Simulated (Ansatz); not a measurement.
Take HfO2 (space group P4_2/nmc, No. 137; a = 3.6048 Å, c = 5.2650 Å) as the base. Axes: x, y, z lie along a, b, c of the conventional cell.

Perturbation: uniaxial stress, 8 GPa tension along z; all other stress components relax to zero.

Levels (all Ansatz, a quantum-chemistry and plane-wave program, PAW, earlier PAW set): PBE (420 eV, no SOC); HSE06 (420 eV, spin-orbit coupling left out).

The geometry is relaxed with PBE.

PBE lowest conduction level above the VBM at special points: Γ 4.74 eV; X 5.11 eV; R 5.12 eV

**Question.** Predict the lowest conduction level above the VBM at special points from HSE06.

**Answer.** The lowest conduction level above the VBM at special points goes from Γ 4.74 eV; X 5.11 eV; R 5.12 eV to Γ 6.39 eV; X 6.78 eV; R 6.80 eV.

Single points use the geometry relaxed with PBE. HSE06 was sampled on its mesh, a few special points and the semilocal edge points, so its gap is an upper bound. The levels and masses belong to the bands next to the band gap. Load acts through the strain it causes; cell and atoms are relaxed under it. Beyond what the load breaks, stability against distortions was not tested. This is not the structure that HfO2 has at room temperature and ambient pressure.
